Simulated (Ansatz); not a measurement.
## A computed series for SnTe: response to strain

Consider SnTe in the rock salt structure (space group Fm-3m, No. 225; a = 6.289 Å). Axes: x, y, z lie along the cube axes.

Strains are applied to the cell and any free atomic positions relax; under biaxial strain the out-of-plane vector relaxes too.

Computed with Kohn–Sham DFT with the PBEsol functional, run in Ansatz (a first-principles code) with PAW and 420 eV plane waves, no spin-orbit coupling.

Notes on the quantities. energy relative to the base: free energy F; pressure: mean of the normal stresses, compression positive.

```csv
case,energy relative to the base,volume per atom,pressure
base,0 meV/atom,31.09 Å³,0.0 GPa
"biaxial strain −2.50 %, plane normal [111], relaxed out of plane",+8.3 meV/atom,30.36 Å³,1.1 GPa
"biaxial strain −2.08 %, plane normal [111], relaxed out of plane",+5.8 meV/atom,30.47 Å³,0.9 GPa
"biaxial strain −1.67 %, plane normal [111], relaxed out of plane",+3.7 meV/atom,30.59 Å³,0.8 GPa
"biaxial strain −0.83 %, plane normal [111], relaxed out of plane",+0.9 meV/atom,30.84 Å³,0.4 GPa
"biaxial strain +0.83 %, plane normal [111], relaxed out of plane",+0.9 meV/atom,___,___
"biaxial strain +1.25 %, plane normal [111], relaxed out of plane",+2.1 meV/atom,31.46 Å³,-0.6 GPa
"biaxial strain +1.67 %, plane normal [111], relaxed out of plane",+3.7 meV/atom,31.59 Å³,-0.7 GPa
"biaxial strain +2.08 %, plane normal [111], relaxed out of plane",+5.6 meV/atom,31.70 Å³,-0.9 GPa
"biaxial strain +2.50 %, plane normal [111], relaxed out of plane",+8.0 meV/atom,31.82 Å³,-1.1 GPa
```

Fill in the withheld entries from the trend.


- biaxial strain +0.83 %, plane normal [111], relaxed out of plane, volume per atom: 31.34 Å³
- biaxial strain +0.83 %, plane normal [111], relaxed out of plane, pressure: -0.4 GPa

Whether these cells are dynamically stable was not tested. All final runs are without spin polarisation.
